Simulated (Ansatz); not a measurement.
System: rock-salt LaSe. Method: LDA (Ansatz, an electronic-structure program, PAW).

Total energies, extrapolated to zero smearing (they compare only within this program, potentials and cutoff):

```csv
system,energy (eV/atom)
"rock-salt LaSe, relaxed",-5731.7577
double-hcp La,-6076.1500
trigonal Se,-5383.2601
```

Work out the formation enthalpy per atom.

ΔH_f ≈ ΔE = -5731.7577 − [1 × (-6076.1500) + 1 × (-5383.2601)]/2 = -2.053 eV/atom (0 K, no vibrations). The reference value is -2.099 eV/atom (measured, 298 K, copied from a table, unchecked, not corrected to a static lattice; as tabulated in Wang et al. (2021), doi:10.1038/s41598-021-94550-5), a difference of +0.046 eV/atom.

Spin–orbit coupling, which matters for such heavy atoms, is left out.

The PAW data were made under PBE.
